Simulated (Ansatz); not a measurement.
## Response to strain in PtTe2

The reference is PtTe₂ (space group P-3m1, No. 164; a = 4.053 Å, c = 5.097 Å; layered; relaxed with 0.1 eV smearing).

Strains are applied to the cell and any free atomic positions relax.

Computed with PBE-D3(BJ), PAW, 420 eV (Ansatz, an electronic-structure program; no spin-orbit coupling).

Notes on the quantities. energy relative to the base: free energy F.

```json
[
 {"isotropic strain (%)": "-3", "energy relative to the base (meV/atom)": "54.7"},
 {"isotropic strain (%)": "-2.5", "energy relative to the base (meV/atom)": "37.1"},
 {"isotropic strain (%)": "-1.5", "energy relative to the base (meV/atom)": "12.7"},
 {"isotropic strain (%)": "-1", "energy relative to the base (meV/atom)": "5.5"},
 {"isotropic strain (%)": "-0.5", "energy relative to the base (meV/atom)": "?"},
 {"isotropic strain (%)": "0", "energy relative to the base (meV/atom)": "0.0"},
 {"isotropic strain (%)": "0.5", "energy relative to the base (meV/atom)": "1.3"},
 {"isotropic strain (%)": "2", "energy relative to the base (meV/atom)": "19.2"},
 {"isotropic strain (%)": "3", "energy relative to the base (meV/atom)": "41.2"}
]
```

Q: Fit ΔE = Aε² + Bε³ (ε in %) to the rows shown and predict the withheld row.

A: Least squares on the printed values gives A = 5.32 and B = -0.25 meV/atom (largest residual 0.1 meV/atom); this predicts 1.4 meV/atom, and the run gives 1.3 meV/atom, in agreement.

Stability against distortions was not tested. The final runs are not spin-polarised.
